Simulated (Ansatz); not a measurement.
Worked example: self-consistent single point of Tl₂Pd₃S₂ (P1, 7 atoms in the cell) in Ansatz (an electronic-structure program).

Method: LDA (PW92), default PAW files made with PBE (plane waves; Ansatz).

```xyz
7
Lattice="2.9477 1.7019 4.7107 -2.9477 1.7019 4.7107 0.0000 -3.4037 4.7107" Properties=species:S:1:pos:R:3 pbc="T T T"
Tl    -0.0181    -0.0011    -0.0199
Tl    -0.0044    -0.0421     7.0210
Pd    -0.0123    -1.6829     2.3471
Pd     1.4356     0.8190     2.3900
Pd    -1.4375     0.8693     2.3248
S      0.0221     0.0277    10.2208
S      0.0147     0.0102     3.9804
```

Reference input (self-consistent single point, DFT, LDA (PW92), plane waves, default PAW files made with PBE): kpoints.mp_grid.grid = 4 4 4; hamiltonian.xc = lda; hamiltonian.pseudopotentials = {kind: paw} (the program's default PAW files); scf.occupations.method = fermi_dirac; scf.occupations.width = 0.0073 Ry. This run's input differs from it in these lines:

Ansatz 0.2 input:
```diff
@@ -20,3 +20,3 @@
 scf:
-  occupations: { method: fermi_dirac, width: 0.0073 Ry }
+  occupations: { method: fermi_dirac, width: 0.022 Ry }
 output:
```

Output (repeated stretches shortened):

```
SCF iter   1: F=—  HF=-44569.095982 eV  |F-HF|=—  |Δ(HF+E_count)|=         —  Δρ=1.25e-2  dr2=2.47e-1  ethr=1.77e-3  ⟨swp⟩=7.1  Hψ=9307  notcnv=0
all-band conjugate gradients solve this SCF's bands
preconditioner: auto → Kerker (q_TF=auto, 2.539 Å⁻¹)
SCF iter   2: F=—  HF=-44569.049349 eV  |F-HF|=—  |Δ(HF+E_count)|=   4.66e-2  Δρ=5.62e-3  dr2=5.76e-2  ethr=2.68e-4  ⟨swp⟩=1.0  Hψ=2556  notcnv=0  defer=1
   [... lines left out ...]
SCF iter   4: F=—  HF=-44569.033584 eV  |F-HF|=—  |Δ(HF+E_count)|=   1.21e-3  Δρ=3.16e-4  dr2=3.36e-4  ethr=5.01e-6  ⟨swp⟩=1.2  Hψ=2204  notcnv=0  defer=1
SCF iter   5: F=—  HF=-44569.033492 eV  |F-HF|=—  |Δ(HF+E_count)|=   9.21e-5  Δρ=7.28e-5  dr2=1.13e-5  ethr=3.65e-7  ⟨swp⟩=2.4  Hψ=2842  notcnv=0  defer=1
SCF iter   6: F=—  HF=-44569.033489 eV  |F-HF|=—  |Δ(HF+E_count)|=   2.94e-6  Δρ=2.19e-5  dr2=7.96e-7  ethr=1.23e-8  ⟨swp⟩=2.1  Hψ=3071  notcnv=0  defer=1
SCF iter   7: F=-44569.033489 eV  HF=-44569.033489 eV  |F-HF|=2.72e-8  |Δ(HF+E_count)|=   6.31e-8  Δρ=5.82e-6  dr2=7.72e-8  ethr=1.09e-10  ⟨swp⟩=6.8  Hψ=9057  notcnv=0
SCF 1 converged in 7 iterations: F = -44569.033489 eV  dr2 = 7.72e-8
Free energy (F): -44569.033489 eV
Internal energy: -44568.073089 eV  (E = F + TS)
E sigma→0 (E₀):  -44568.553289 eV
Entropy (-TS):   -0.960399 eV (-137.200 meV/atom)
Fermi energy:    11.729115 eV
--- Forces (eV/Å), atoms counted from 1 ---
  atom   1  Tl     0.04395067    -0.01002195     0.01029711
  atom   2  Tl     0.04921923     0.20988871     0.08563890
  atom   3  Pd    -0.01659382     0.03223267     0.24517573
  atom   4  Pd     0.71642146     0.32527566    -0.38570348
  atom   5  Pd    -0.14009714    -0.14202437     0.30914198
  atom   6  S     -0.33447040    -0.25944653     0.05898617
  atom   7  S     -0.31844131    -0.15590912    -0.32352670
--- Stress (GPa, compression-positive) ---
       -4.886540       0.006157       0.027550
        0.006157      -4.728302       0.141985
        0.027549       0.141985      -4.300191
  P = ⅓ Tr σ = -4.6383 GPa (-46.383 kbar)
  The stress holds the Pulay correction. Without it, at fixed plane waves, as pw.x and ABINIT print it: P = -4.6708 GPa
```

The run converged in 7 iterations. Against the reference run the free energy goes down by 65.6 meV/atom, the pressure goes from -5.50 to -4.64 GPa and the largest force goes from 0.920 to 0.876 eV/Å.

The starting cell comes from a database of computed structures (which also holds hypothetical and non-ambient phases and stackings), without a prior relaxation at this level. Its atoms were displaced at random from the sites of space group no. 166. Spin polarisation is off. With a pressure of about -5 GPa the cell is away from its equilibrium volume at this level. Ansatz's pressure includes its estimate of the finite-basis (Pulay) stress.
